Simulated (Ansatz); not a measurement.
Here is the system:

```xyz
5
Lattice="4.5838 0.0000 0.0000 0.0000 4.5838 0.0000 0.0000 0.0000 4.5838" Properties=species:S:1:pos:R:3 pbc="T T T"
Cs     0.0000     0.0000     0.0000
Pb     2.2919     2.2919     2.2919
Cl     0.0000     2.2919     2.2919
Cl     2.2919     2.2919     0.0000
Cl     2.2919     0.0000     2.2919
```

No spin polarisation.

A single point on CsPbCl3 with a change (pressure 60 GPa), its geometry relaxed with PBEsol.

Level of theory: r2SCAN, PAW, 500 eV (Ansatz, a first-principles code; spin-orbit coupling left out). Γ-centred 6×6×6 mesh, Fermi–Dirac width 0.05 eV.

**Question.** What pressure does the calculation give?

**Answer.** 66.0 GPa.

**Question.** What band gap does the calculation give?

**Answer.** Zero.

Single points use the geometry relaxed with PBEsol. A case with no gap was solved on a k-mesh chosen for an insulator, which is coarse for it. Load acts through the strain it causes; cell and atoms are relaxed under it. No phonon test of stability was made. Competing high-pressure phases were not computed. The final runs are not spin-polarised. The cell was made from CsPbCl3 in the cubic perovskite structure (space group Pm-3m, No. 221) by this change: pressure 60 GPa. Many cubic perovskites are stable only at high temperature; tilts and polar distortions were not tested. This is not the structure that CsPbCl3 has at room temperature and ambient pressure. The zero or small gap of CsPbCl3 under pressure 60 GPa can change with the level of theory.
